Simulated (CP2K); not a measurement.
Band structure of CsPbBr3 (Pm-3m, 5 atoms in the cell).

```yaml
crystal:
  lattice:
    - [6.09259, 0.00000, 0.00000]
    - [0.00000, 6.09259, 0.00000]
    - [0.00000, 0.00000, 6.09259]
  atoms:
    - { symbol: Cs, position: [0.00000, 0.00000, 0.00000] }
    - { symbol: Pb, position: [0.50000, 0.50000, 0.50000] }
    - { symbol: Br, position: [0.50000, 0.50000, 0.00000] }
    - { symbol: Br, position: [0.00000, 0.50000, 0.50000] }
    - { symbol: Br, position: [0.50000, 0.00000, 0.50000] }
```

Method of the run: CP2K 2026.2 with PBE, GPW, DZVP-MOLOPT-SR-GTH basis, GTH-PBE potentials (GTH_POTENTIALS).

Settings: CUTOFF = 500 Ry; REL_CUTOFF = 60 Ry; KPOINTS/SCHEME = MONKHORST-PACK 5 5 5; XC_FUNCTIONAL = PBE; Cs/BASIS_SET = DZVP-MOLOPT-SR-GTH; Cs/POTENTIAL = GTH-PBE-q9; Pb/BASIS_SET = DZVP-MOLOPT-SR-GTH; Pb/POTENTIAL = GTH-PBE-q4; Br/BASIS_SET = DZVP-MOLOPT-SR-GTH; Br/POTENTIAL = GTH-PBE-q7; METHOD = GPW; EPS_DEFAULT = 1e-10; EXTRAPOLATION = USE_GUESS; NGRIDS = 5.

The starting cell comes from a database of computed structures (which also holds hypothetical and non-ambient phases and stackings), without a prior relaxation at this level. Its lattice was rescaled by a random factor within 2.5 % of one. Spin-orbit coupling is off. Values carry the incompleteness of an atom-centred basis.

Task: Predict the gap along the standard path and the places of the band edges.

Result: The gap along the path is 2.00 eV, direct at R to within 0.01 eV.

Levels in eV from the top of the valence band on the SCF mesh, bands 14 to 18:
```tsv
point	14	15	16	17	18
Γ	-0.87	-0.80	-0.80	-0.80	4.13
X	-0.95	-0.87	-0.87	-0.62	3.27
M	-1.06	-1.06	-0.49	-0.05	2.89
R	-0.48	-0.48	-0.48	0.46	2.46
```

Higher empty bands are left out: an atom-centred basis made for the valence describes them poorly.
